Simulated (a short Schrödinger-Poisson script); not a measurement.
System: MOS inversion layer, SiO2 on p-type Si(110), at 300 K.

```
layer  material  thickness (nm)  Na (cm⁻³)
-----  --------  --------------  ---------
1          SiO2             0.9          -
2            Si             290     2.2e18
```

Constants are typed, rounded textbook-type inputs, not results; the design itself was drawn at random and stands for no fabricated device. SiO2: permittivity 3.9, conduction-band edge (eV) 3.15, gap (eV) 9, electron mass (mₑ) 0.5. Si: permittivity 11.7, conduction-band edge (eV) 0, gap (eV) 1.124, Nv at 300 K (cm⁻³) 3.1e19.

Channel valleys (confinement mass, in-plane density-of-states mass, number): Δ4 0.315, 0.324, 4; Δ2 0.19, 0.417, 2. At the gate the conduction-band edge of layer 1 lies 3.59 eV − eVg above the Fermi level of the channel; the field vanishes at the back. Gaps are held at their typed values at every temperature. Mesh 0.03 nm at interfaces.

From a short Schrödinger-Poisson script (our own, NumPy): 1D Poisson equation in equilibrium, electrons quantum, Hartree (BenDaniel-Duke, 12 states a valley, the channel's in-plane mass for all, wave functions free to enter the dielectric), parabolic valleys, classical holes, full ionisation, no traps, pinning or gate leakage.

The same stack at other levels of the model or other numerical settings:

```csv
run,sheet density of all electrons at Vg = 1.35 V (cm⁻²),sheet density of all electrons at Vg = 0.75 V (cm⁻²),capacitance at Vg = 1.35 V (μF/cm²),centroid of the channel electrons at Vg = 1.35 V (nm),rough cost against the base
base,8.49e12,1.12e11,2.76,1.30,about 1
"electrons treated as classical, Boltzmann",1.39e13,1.51e12,3.57,0.21,0.02
"electrons treated as classical, Fermi-Dirac",1.23e13,1.38e12,3.16,0.39,0.1
mesh six times as coarse,8.41e12,1.06e11,2.75,1.32,0.2
one subband a valley,8.49e12,1.12e11,2.76,1.30,0.5
```

The classical rows ignore confinement, and Boltzmann statistics overrate the density once the band edge passes the Fermi level.
